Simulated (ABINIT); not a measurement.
ABINIT run on Cu (Fm-3m, 1 atom in the cell): self-consistent single point.

Level of theory: PBEsol, PAW (JTH v2.0 PBE PAW, files made for PBE) (plane waves; ABINIT 10.0.3).

```yaml
crystal:
  lattice:
    - [0.00000, 1.80660, 1.80660]
    - [1.80660, 0.00000, 1.80660]
    - [1.80660, 1.80660, 0.00000]
  atoms:
    - { symbol: Cu, position: [0.00000, 0.00000, 0.00000] }
```

Reference input (self-consistent single point, DFT, PBE, plane waves, PAW (JTH v2.0 PBE PAW)): pseudos = [Cu.GGA_PBE-JTH.xml]; ecut = 60 Ry; pawecutdg = 120 Ry; pawxcdev = 0; occopt = 3; tsmear = 0.136 eV; ngkpt = 16 16 16; nshiftk = 1; shiftk = 0 0 0; potentials = JTH v2.0 PBE PAW; nband = 15; kptopt = 1. This run's input differs from it in these lines:

```diff
@@ -16,2 +16,3 @@
 pawxcdev 0
+ixc -116133
 occopt 3
```

Output (repeated stretches shortened):

```
--- !BeginCycle
solver: {iscf: 17, nstep: 100, nline: 4, wfoptalg: 10, }
tolerances: {tolvrs: 1.00E-10, }
...

     iter   Etot(hartree)      deltaE(h)  residm     nres2
 ETOT  1  -193.98710484044    -1.940E+02 6.551E+01 3.385E+01
 ETOT  2  -198.19942397555    -4.212E+00 3.212E-01 2.339E+02
 ETOT  3  -197.93419830017     2.652E-01 1.319E-01 4.080E+01
 ETOT  4  -197.86088846584     7.331E-02 4.219E-02 2.813E+00
 ETOT  5  -197.85495490025     5.934E-03 5.709E-02 1.057E+00
   [... 12 lines left out ...]
 ETOT 18  -197.85214115664    -6.821E-13 9.433E-05 1.001E-09
 ETOT 19  -197.85214115664    -2.558E-13 4.438E-05 4.300E-10
 ETOT 20  -197.85214115664    -2.274E-13 9.342E-05 2.271E-10
 ETOT 21  -197.85214115664    -2.274E-13 4.239E-05 7.090E-11
 At SCF step   21       nres2   =  7.09E-11 < tolvrs=  1.00E-10 =>converged.

 Cartesian components of stress tensor (hartree/bohr^3)
  sigma(1 1)=  2.17147042E-04  sigma(3 2)=  0.00000000E+00
  sigma(2 2)=  2.17147042E-04  sigma(3 1)=  0.00000000E+00
  sigma(3 3)=  2.17147042E-04  sigma(2 1)=  0.00000000E+00

 ----iterations are completed or convergence reached----

 reduced coordinates (array xred) for    1 atoms
       0.000000000000      0.000000000000      0.000000000000
 cartesian forces (eV/Angstrom) at end:
    1     -0.00000000000000    -0.00000000000000    -0.00000000000000
 frms,max,avg= 0.0000000E+00 0.0000000E+00   0.000E+00  0.000E+00  0.000E+00 e/A
 length scales=  4.828101076023  4.828101076023  4.828101076023 bohr
              =  2.554921050200  2.554921050200  2.554921050200 angstroms
   [... lines left out ...]
 Fermi (or HOMO) energy (eV) =   6.91852   Average Vxc (eV)= -12.15183
   [... lines left out ...]
'-kT*entropy'       : -6.96395528127406E-04
total_energy        : -1.97852144825739E+02
total_energy_eV     : -5.38383066037750E+03
...

-Cartesian components of stress tensor (GPa)         [Pressure= -6.3887E+00 GPa]
- sigma(1 1)=  6.38868547E+00  sigma(3 2)=  0.00000000E+00
- sigma(2 2)=  6.38868547E+00  sigma(3 1)=  0.00000000E+00
- sigma(3 3)=  6.38868547E+00  sigma(2 1)=  0.00000000E+00

 Calculation completed.
```

The run converged in 21 iterations. Against the reference run the pressure goes from 1.43 to -6.39 GPa.

The starting cell comes from a database of computed structures (which also holds hypothetical and non-ambient phases and stackings), without a prior relaxation at this level. Its lattice was rescaled by a random factor within 2.5 % of one. Spin polarisation is off. The potentials were made for another functional than the one used. With a pressure of about -6 GPa the cell is away from its equilibrium volume at this level.

Cost on one core of a shared machine: roughly 2 min.
